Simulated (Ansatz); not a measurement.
System: Sc (Fm-3m, No. 225, 1 atoms in the cell; start mp-36; another form than the element's usual one). Method: PBEsol (Ansatz, a first-principles code, plane waves, PAW).

Numerical settings: plane-wave cutoff 520 eV, 20×20×20 k mesh, Fermi–Dirac smearing 0.05 eV, scalar-relativistic PAW data made under PBE.

Cell (relaxed at this level):

```cif
data_Sc4
_chemical_formula_sum 'Sc4'
_space_group_name_H-M_alt 'Fm-3m'
_space_group_IT_number 225
_space_group_name_Hall '-F 4 2 3'
_cell_length_a 4.55341
_cell_length_b 4.55341
_cell_length_c 4.55341
_cell_angle_alpha 90.000
_cell_angle_beta 90.000
_cell_angle_gamma 90.000
loop_
_atom_site_label
_atom_site_type_symbol
_atom_site_symmetry_multiplicity
_atom_site_Wyckoff_symbol
_atom_site_fract_x
_atom_site_fract_y
_atom_site_fract_z
_atom_site_occupancy
Sc1 Sc 4 a 0.00000 0.00000 0.00000 1
```
(The calculation used a cell of 1 atom; values per cell refer to that cell.)

Problem. Give the computed bulk modulus B0.

Solution. 
* **bulk modulus B0**: 53.8 GPa

The run finds no gap.

Note: the bulk modulus is −V dP/dV from two relaxed cells at ±2 % in volume; the relaxation could not lower the start's symmetry, so the cell can be a saddle point above a distorted one.

Computed values are for the static lattice.

It cost roughly 22 core-seconds of CPU time.

A start named mp-… is a Materials Project structure, which need not be a measured phase.
